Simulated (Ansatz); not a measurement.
We consider Zr₃N₄ (R-3m, No. 166, 7 atoms in the cell; start mp-754353; a measured phase of this formula has another space group), described by PBEsol (Ansatz, a first-principles code, plane waves, PAW).

Numerical settings: plane-wave cutoff 520 eV, 12×12×12 k mesh, Fermi–Dirac smearing 0.01 eV, scalar-relativistic PAW data made under PBE.

Cell (relaxed with PBEsol):

Zr3N4 has the trigonal space group R-3m, hexagonal axes (No. 166), Pearson symbol hR7. Conventional cell: a = b = 3.416 Å, c = 25.006 Å, α = β = 90.00°, γ = 120.00°. Zr1 on 6c is coordinated by 3 N at 2.043 Å and 1 N at 2.254 Å and 3 N at 2.570 Å. Zr2 on 3a is surrounded by 6 N at 2.272 Å (octahedral). N1 on 6c is surrounded by 3 Zr at 2.272 Å and 3 Zr at 2.570 Å (octahedral). N2 on 6c sees 3 Zr at 2.043 Å and 1 Zr at 2.254 Å (tetrahedral). (Neighbours: up to the widest gap in distance over summed covalent radii, below 1.35, at either atom; cation-cation and far metal-metal contacts left out.)
(The calculation used a cell of 7 atoms; values per cell refer to that cell.)

Task: Give the computed band gap and smallest direct gap on the k points sampled.

Result: 
band gap: 0.99 eV
smallest direct gap on the k points sampled: 1.03 eV

Spin–orbit coupling is not included.

A start named mp-… is a Materials Project structure, which need not be a measured phase.
